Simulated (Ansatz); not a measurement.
## Response to strain in Al

Consider Al in the fcc (Cu type) structure (space group Fm-3m, No. 225; a = 4.041 Å; relaxed with 0.1 eV smearing).

Strains are applied to the cell and any free atomic positions relax.

Calculations: PBE in Ansatz (plane waves to 420 eV, PAW, scalar-relativistic without spin-orbit coupling).

Candidates:
(a) isotropic strain −2.50 %
(b) isotropic strain +2.00 %
(c) isotropic strain −2.00 %
(d) isotropic strain +3.00 %
(e) isotropic strain −1.00 %

Notes on the quantities. energy relative to the base: free energy F.

Problem. Order them by energy relative to the base, highest first.

Solution. (d) isotropic strain +3.00 % (+29 meV/atom), (a) isotropic strain −2.50 % (+25 meV/atom), (c) isotropic strain −2.00 % (+15 meV/atom), (b) isotropic strain +2.00 % (+13 meV/atom), (e) isotropic strain −1.00 % (+3.7 meV/atom)

No phonon test of stability was made.

Ansatz is a first-principles code.
